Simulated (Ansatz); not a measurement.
**A computed series for Al: pressure series**

Take Al in the fcc (Cu type) structure (space group Fm-3m, No. 225; a = 4.014 Å) as the base.

Cell and atoms are relaxed at each pressure.

Computed with plane-wave PAW DFT at the PBEsol level (Ansatz, a quantum-chemistry and plane-wave program, 420 eV), without spin-orbit coupling.

```json
[
 {"pressure (GPa)": "-2", "volume per atom (Å³/atom)": "16.600"},
 {"pressure (GPa)": "0", "volume per atom (Å³/atom)": "16.173"},
 {"pressure (GPa)": "0.9", "volume per atom (Å³/atom)": "?"},
 {"pressure (GPa)": "2.1", "volume per atom (Å³/atom)": "15.785"},
 {"pressure (GPa)": "4.5", "volume per atom (Å³/atom)": "15.392"},
 {"pressure (GPa)": "9", "volume per atom (Å³/atom)": "14.782"},
 {"pressure (GPa)": "15", "volume per atom (Å³/atom)": "14.131"},
 {"pressure (GPa)": "22.5", "volume per atom (Å³/atom)": "13.478"},
 {"pressure (GPa)": "30", "volume per atom (Å³/atom)": "12.944"}
]
```

Problem. Fit the third-order Birch–Murnaghan form P(V) = (3B₀/2)[(V₀/V)^(7/3) − (V₀/V)^(5/3)]·[1 + (3/4)(B₀′ − 4)((V₀/V)^(2/3) − 1)] (squares taken in P) to the rows shown and predict the withheld row.

Solution. Least squares on the printed values gives V₀ = 16.173 Å³/atom, B₀ = 82.3 GPa, B₀′ = 4.4; this predicts 16.001 Å³/atom, and the run gives 16.001 Å³/atom, in agreement.

Measured bulk modulus of Al: 80.8 GPa (static lattice; corrected from measurement; as listed in H. Levämäki et al., Physical Review B (2014)); the computed value is 2 % above it.

Load acts through the strain it causes; cell and atoms are relaxed under it. Whether these cells are dynamically stable was not tested. Competing high-pressure phases were not computed.
